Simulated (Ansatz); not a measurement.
**What uniaxial strain ε_zz = +1.50 % does to HfO2**

Base system: HfO2 in the fluorite structure (space group Fm-3m, No. 225; a = 5.0438 Å). Axes: x, y, z lie along the cube axes.

It is then changed as follows: uniaxial strain ε_zz = +1.50 %, all other strain components held at zero, atoms relaxed at fixed cell.

Computed with PBEsol in Ansatz (plane waves to 420 eV, PAW, no spin-orbit coupling). k-mesh 11×11×11 (Γ-centred); smearing 0.05 eV (Fermi–Dirac).

* **Volume per atom**: 10.85 Å³ (base 10.69 Å³)
* **Space group**: I4/mmm (No. 139) (base Fm-3m (No. 225))
* **Shortest interatomic distance**: 2.195 Å (base 2.184 Å)
* **Energy relative to the base (free energy F)**: +4.3 meV/atom
* **Pressure (mean of the normal stresses, compression positive)**: -38.0 kbar (base 0.0 kbar)
* **Band gap**: 3.59 eV (base 3.69 eV)
* **Gap character**: direct at X
* **Electron mass**: 1.1 mₑ along k, 0.71 mₑ across (at X) (base 1.1 mₑ along k, 0.70 mₑ across (at X))
* **Stress (xx, yy, zz, yz, xz, xy; compression positive)**: (-1.52, -1.52, -8.37, 0.00, 0.00, 0.00) GPa

Spin-orbit coupling, missing from the scalar runs, can matter with Hf. Effective masses come from finite differences of ±0.01 Å⁻¹. Along k means along the line from Γ to the band edge. Whether these cells are dynamically stable was not tested. This is not the structure that HfO2 has at room temperature and ambient pressure. k-point labels follow each cell's own Brillouin zone.

Ansatz is an electronic-structure program.
